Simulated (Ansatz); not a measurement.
We consider CsCl-type FeAl, described by PBE-D3(BJ) (plane waves, PAW; Ansatz, a quantum-chemistry and plane-wave program).

Settings: plane-wave cutoff 520 eV, 22×22×22 k mesh, Fermi–Dirac smearing 0.034 eV (set by the program), no spin polarisation, scalar-relativistic PAW data made under PBE.

Cell (relaxed at this level):

```yaml
crystal:
  lattice:
    - [2.83920, 0.00000, 0.00000]
    - [0.00000, 2.83920, 0.00000]
    - [0.00000, 0.00000, 2.83920]
  atoms:
    - { symbol: Al, position: [0.50000, 0.50000, 0.50000] }
    - { symbol: Fe, position: [0.00000, 0.00000, 0.00000] }
```

Task: Estimate the Young modulus, elastic constant C11, Poisson ratio, elastic constant C12, polycrystal shear modulus (Hill average) and elastic constant C44 that the calculation returns.

Result: 
Young modulus: 290 GPa
elastic constant C11: 288 GPa
Poisson ratio: 0.249
elastic constant C12: 145 GPa
polycrystal shear modulus (Hill average): 116 GPa
elastic constant C44: 161 GPa

Note: the dispersion coefficients are held fixed in the derivatives.

Elastic constants are with the ions relaxed.

The result took around 2.7 core-minutes (rough).
